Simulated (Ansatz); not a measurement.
**ZnGeP2: Zn vacancy**

Take a 24-atom supercell of ZnGeP$_{2}$ in the chalcopyrite structure (space group I-42d, No. 122; a = 5.424 Å, c = 10.709 Å) at its relaxed geometry as the base.

One thing is altered: one Zn atom is removed, atoms relaxed at fixed cell, starting from a slightly rattled geometry.

All numbers come from Kohn–Sham DFT with the PBEsol functional, run in Ansatz (a first-principles code) with PAW and 420 eV plane waves, spin-orbit coupling left out. Γ-centred 4×4×4 mesh, Fermi–Dirac width 0.01 eV.

```csv
quantity,base,changed,shift
pressure,0.0 GPa,-2.6 GPa,-2.6 GPa
gap of the supercell,1.12 eV,zero,–
total moment of the cell,–,0.0 μB,–
largest displacement of a host atom from its site in the perfect cell,–,0.28 Å,–
mean distance from the defect site to its nearest host atoms,2.34 Å,2.12 Å,-0.22 Å
```

Cost of the whole job for the changed cell (relaxation, final SCF and bands): around 30 core-minutes (rough).

The magnetic state is the one reached from the starting moments; the real material's order can differ, and small cells can't hold many antiferromagnetic ones. The cell is small, so the values are those of an ordered compound at a high defect concentration; dilute-limit values will differ. The mesh was chosen for an insulator and is coarse for the gapless case. Starting moments died away, wholly or in part, for Zn vacancy; another magnetic solution may exist. The defect cell is spin-polarised and ends with 0.0 μB.
